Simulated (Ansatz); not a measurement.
Band structure of TiCo (Pm-3m, 2 atoms in the cell).

```xyz
2
Lattice="2.9551 0.0000 0.0000 0.0000 2.9551 0.0000 0.0000 0.0000 2.9551" Properties=species:S:1:pos:R:3 pbc="T T T"
Ti     0.0000     0.0000     0.0000
Co     1.4775     1.4775     1.4775
```
Moments meant for the start (each program seeds them in its own way; μB, in the order of the atoms Ti Co): 1.0 3.0.

Computed with PBE (plane waves, PAW; Ansatz, a program for electronic structure).

Settings: basis.ecutwfc = 420 eV; kpoints.mp_grid.grid = 8 8 8; hamiltonian.xc = pbe; hamiltonian.pseudopotentials = {kind: paw} (the program's default PAW files); magnetization.spin_polarized = true; scf.occupations.method = gaussian; scf.occupations.width = 0.1 eV; kpoints.band_path.npoints = 8.

The starting cell comes from a database of computed structures (which also holds hypothetical and non-ambient phases and stackings), without a prior relaxation at this level. Its lattice was rescaled by a random factor within 2.5 % of one. With one magnetic atom in the cell only a parallel order is possible.

Levels in eV from the Fermi level, bands 12 to 19 of the first spin channel:
```csv
point,12,13,14,15,16,17,18,19
Γ,-1.90,-1.90,-1.90,0.55,0.55,2.84,2.84,2.84
X,-2.02,-2.02,-1.53,-0.70,-0.57,0.72,0.72,2.38
M,-2.80,-1.52,-0.76,0.69,0.69,1.20,2.61,2.61
R,-2.15,-2.15,-2.15,-1.49,-1.49,3.39,3.39,7.13
```

Bands cross the Fermi level along this path, so the cell is metallic at this level.

The net moment of the cell came out as 0.92 μB.

Keys are those of Ansatz 0.2.
